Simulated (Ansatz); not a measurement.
W on the 1x1 (110) surface of bcc Ta, one in a 2x2 cell, energies for each (31.2 Å²). Energies are against an atom of bcc W, without zero-point or thermal terms; each row is named by its start.

Computed with PBE (plane waves to 420 eV, PAW; Ansatz, an electronic-structure program).

Question: Which site binds most strongly?
A. bridge Ta-Ta (span 3.3 Å)
B. top Ta
C. bridge Ta-Ta (span 2.9 Å)

Answer: A, bridge Ta-Ta (span 3.3 Å). Adsorption energies: bridge Ta-Ta (span 3.3 Å) 1.83 eV; bridge Ta-Ta (span 2.9 Å) 2.85 eV; top Ta 4.03 eV.
